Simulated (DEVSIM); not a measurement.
Schottky contact on n-type Ge

Device: Schottky contact on n-type Ge, at 300 K.

| layer (left to right) | material | thickness (μm) | Nd (cm⁻³) | τn (s) | τp (s) |
|---|---|---|---|---|---|
| 1 | Ge | 5.10 | 7.4e15 | 5.2e-5 | 5.2e-5 |
| 2 | Ge | 1.40 | 2.5e18 | 5.2e-5 | 5.2e-5 |

Left contact: Schottky, work function 4.49 eV, emission velocity 1.7e6 cm/s. Right contact: ohmic. Voltage is applied to the left contact. Recombination: SRH at mid-gap. Mobility is μmin + (μ − μmin)/(1 + (N/Nref)^α).

Constants are typed, rounded textbook-type inputs, not results; the design itself was drawn at random and stands for no fabricated device. Values at 300 K.

| parameter | Ge |
|---|---|
| gap (eV) | 0.664 |
| affinity (eV) | 4 |
| permittivity | 16 |
| Nc (cm⁻³) | 1.04e19 |
| Nv (cm⁻³) | 6e18 |
| μn (cm²/Vs) | 3900 |
| μp (cm²/Vs) | 1900 |
| μn,min | 150 |
| μp,min | 100 |
| Nref,n | 2.6e17 |
| Nref,p | 4e17 |
| αn | 0.56 |
| αp | 0.6 |

Simulated with DEVSIM: 1D drift-diffusion, Boltzmann statistics, complete ionisation; no tunnelling, impact ionisation, image-force lowering or self-heating. Metal contacts follow the ideal Schottky-Mott rule: no Fermi-level pinning, no interface dipoles.

| Quantity | Result |
|---|---|
| Potential step across the device at zero bias | 0.453 V |
| Dark forward voltage at 1 A/cm² | 0.107 V |
| Dark forward voltage at 100 A/cm² | 0.239 V |

Small-signal capacitance in reverse bias (quasi-static):

| V (V) | C (nF/cm²) |
|---|---|
| -0.2 | 40.9 |
| -0.5 | 32.4 |
| -1 | 25.4 |
| -1.5 | 21.6 |
| -2 | 19.1 |
| -3 | 15.9 |
| -4 | 14.0 |

Dark forward current:

```json
[
 {"V (V)": "0.05", "J (A/cm²)": "0.096"},
 {"V (V)": "0.10", "J (A/cm²)": "0.75"},
 {"V (V)": "0.15", "J (A/cm²)": "5.2"},
 {"V (V)": "0.20", "J (A/cm²)": "31"},
 {"V (V)": "0.25", "J (A/cm²)": "140"},
 {"V (V)": "0.30", "J (A/cm²)": "410"},
 {"V (V)": "0.35", "J (A/cm²)": "1000"},
 {"V (V)": "0.40", "J (A/cm²)": "2500"}
]
```
